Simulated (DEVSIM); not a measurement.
System: illuminated Si n-on-p cell, one wavelength, with a back-surface field, at 300 K.

Layer 1 from the left is Si, thickness (μm) 0.870, Nd (cm⁻³) 5.5e17, τn (s) 7.6e-8, τp (s) 4.1e-9, absorption coefficient (cm⁻¹) 39000. Layer 2 from the left is Si, thickness (μm) 20.0, Na (cm⁻³) 2.1e16, τn (s) 2.3e-7, τp (s) 2.3e-7, absorption coefficient (cm⁻¹) 39000. Layer 3 from the left is Si, thickness (μm) 0.290, Na (cm⁻³) 1.2e18, τn (s) 2.3e-7, τp (s) 2.3e-7, absorption coefficient (cm⁻¹) 39000.

Left contact: ohmic, minority hole recombination velocity 400 cm/s. Right contact: ohmic, minority electron recombination velocity 50000 cm/s. Voltage is applied to the left contact. Recombination: SRH at mid-gap, radiative, Auger. Light enters at the left, 4.8e17 photons cm⁻² s⁻¹, one pass, no reflection. Mobility is constant in doping.

The device is made up for the run: typed textbook-type constants, with dimensions and the other settings drawn at random. Values at 300 K.

Si: gap (eV) 1.124, affinity (eV) 4.05, permittivity 11.7, Nc (cm⁻³) 2.86e19, Nv (cm⁻³) 3.1e19, μn (cm²/Vs) 1417, μp (cm²/Vs) 470, B (cm³/s) 4.7e-15, Cn (cm⁶/s) 2.8e-31, Cp (cm⁶/s) 9.9e-32.

Simulated with DEVSIM: 1D drift-diffusion, Boltzmann statistics, complete ionisation; no tunnelling, impact ionisation, image-force lowering or self-heating.

Task: What does the simulation give for the dark forward voltage at 1 A/cm², the fill factor, the dark forward voltage at 100 A/cm²?

Result: dark forward voltage at 1 A/cm² 0.663 V; fill factor 0.82; dark forward voltage at 100 A/cm² 0.822 V.
